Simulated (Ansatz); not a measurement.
Take Nb in the bcc (W type) structure (space group Im-3m, No. 229; a = 3.3115 Å; relaxed with 0.1 eV smearing) as the base.

Structures relaxed with PBE (Ansatz, a program for electronic structure, PAW, no spin-orbit coupling).

Base:

Simulated powder pattern, Cu Kα1, λ = 1.54056 Å (kinematic, ideal powder, no thermal factors, no anomalous dispersion; the 8 strongest lines at most, above 2 %, up to 2θ = 90°):

```tsv
2θ (°)	I/Imax (%)	hkl
38.41	100	(110)
55.45	17	(200)
69.47	33	(211)
82.28	11	(220)
```

Modification: every lattice vector is stretched by 1.00 %; the atoms relax in the strained cell.

### Question
Where do the lines fall after the change?

### Answer

Simulated powder pattern, Cu Kα1, λ = 1.54056 Å (kinematic, ideal powder, no thermal factors, no anomalous dispersion; the 8 strongest lines at most, above 2 %, up to 2θ = 90°):

```
2θ (°)  d (Å)  I/Imax (%)    hkl
------  -----  ----------  -----
38.02   2.365         100  (110)
54.85   1.672          17  (200)
68.68   1.365          34  (211)
81.30   1.182          11  (220)
```

The indices refer to the base's conventional cell; one index is shown for lines that coincide.

No phonon test of stability was made. All final runs are without spin polarisation.
